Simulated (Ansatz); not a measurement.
We consider ZrIr2 (Fd-3m, No. 227, 6 atoms in the cell; start mp-715), described by LDA in Ansatz (plane waves, PAW).

Numerical settings: plane-wave cutoff 520 eV, 14×14×14 k mesh, Fermi–Dirac smearing 0.05 eV, no spin polarisation, scalar-relativistic PAW data made under PBE.

Cell (relaxed at this level):

```xyz
6
Lattice="0.0000 3.6520 3.6520 3.6520 0.0000 3.6520 3.6520 3.6520 0.0000" Properties=species:S:1:pos:R:3 pbc="T T T"
Zr     3.6520     3.6520     3.6520
Zr     5.4780     5.4780     5.4780
Ir     0.9130     2.7390     2.7390
Ir     2.7390     2.7390     0.9130
Ir     2.7390     0.9130     2.7390
Ir     0.9130     0.9130     0.9130
```

Problem. Estimate the bulk modulus that the calculation returns.

Solution. 
- bulk modulus: 284 GPa

Note: the run has no spin polarisation, so it can have missed a magnetic state; the bulk modulus is −V dP/dV from two relaxed cells at ±2 % in volume; the relaxation could not lower the start's symmetry, so the cell can be a saddle point above a distorted one.

Spin–orbit coupling is not included.

Computed values are for the static lattice.

A start named mp-… is a Materials Project structure, which need not be a measured phase.

Ansatz is a quantum-chemistry and plane-wave program.
